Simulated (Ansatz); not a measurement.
# The (30-31) surface of hcp Tl in its 1x1 cell, outermost plane spacing 0.51 Å in the ideal cut

The numbers are results of r2SCAN, at the PBE geometry (plane waves to 500 eV, PAW; Ansatz, a quantum-chemistry and plane-wave program), not measurements.

Set-up: 22 atoms, 10.7 Å thick at the start; mesh 11x3x1; 0.1 eV smearing; dipole correction on; single point; on the structure that PBE left under its start's symmetry; no spin, no spin-orbit, no U.

```json
{
  "surface energy (mean of both faces)": "0.33 J/m²",
  "work_function_of_the_top_face": "3.55 eV",
  "cost": "very roughly 19 core-minutes"
}
```
